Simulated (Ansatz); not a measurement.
LaN (P4/nmm, No. 129, 4 atoms in the cell; start mp-1018049; a measured phase of this formula has another space group), treated with r²SCAN+rVV10 in Ansatz (plane waves, PAW).

Run with plane-wave cutoff 560 eV, 8×8×10 k mesh (along the axes of the cell as run), Fermi–Dirac smearing 0.01 eV, scalar-relativistic PAW data made under PBE.

Cell (relaxed at this level):

```yaml
crystal:
  lattice:
    - [4.42521, 0.00000, 0.00000]
    - [0.00000, 4.42521, 0.00000]
    - [0.00000, 0.00000, 3.62617]
  atoms:
    - { symbol: La, position: [0.50000, 0.00000, 0.27714] }
    - { symbol: La, position: [0.00000, 0.50000, 0.72286] }
    - { symbol: N, position: [0.50000, 0.50000, 0.00000] }
    - { symbol: N, position: [0.00000, 0.00000, 0.00000] }
```

Q: What does this level give for the band gap?

A: 
- band gap = 1.71 eV (on the SCF k mesh)

Note: the relaxation could not lower the start's symmetry, so the cell can be a saddle point above a distorted one.

Spin–orbit coupling is not included.

The computed numbers hold no vibrational or temperature effects.

The result took about 4 core-minutes (a rough figure).

A start named mp-… is a Materials Project structure, which need not be a measured phase.

Ansatz is a quantum-chemistry and plane-wave program.
